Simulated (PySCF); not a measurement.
PySCF 2.14.0, B3LYP/def2-svp, df: Ti(Cl)(Br)3 ([Cl][Ti]([Br])([Br])[Br]), 5 atoms. The geometry is a generated start, not checked to be a minimum at this level.

| Quantity | Value |
|---|---|
| task | energy |
| method | b3lyp |
| basis | def2-svp |
| two-electron scheme | density fitting |
| mol.max_memory | 3000 MB |
| mf.max_cycle | 100 |
| mf.init_guess | minao (default) |
| mf.DIIS | CDIIS (default) |
| mf.diis_space | 8 (default) |
| mf.conv_tol | 1e-09 (default) |
| mf.grids.level | 3 (default) |
| basis functions | 145 |
| grid points | 101056 |

```xyz
5

Ti     0.0843    -0.0209    -0.0743
Cl     1.6365    -0.4017    -1.4393
Br     0.8352     0.0109     2.1431
Br    -0.9477     2.0460    -0.4512
Br    -1.6083    -1.6344    -0.1783
```

Charge 0 and multiplicity 1 are set for this test and not shown to be the ground state.

One run each on 2 threads, 1 BLAS thread. Values of level_shift (Hartree) tried: 0 (default), 0.1, 0.3, 1.

Task: Predict the course of the Fock builds along this series.

Result: Fewest Fock builds: 0 (default) with 14. The count rises to 48 at 1. All converge to one solution.

| level_shift (Hartree) | Fock builds | end |
|---|---|---|
| 0 (default) | 14 | same solution |
| 0.1 | 19 | same solution |
| 0.3 | 27 | same solution |
| 1 | 48 | same solution |
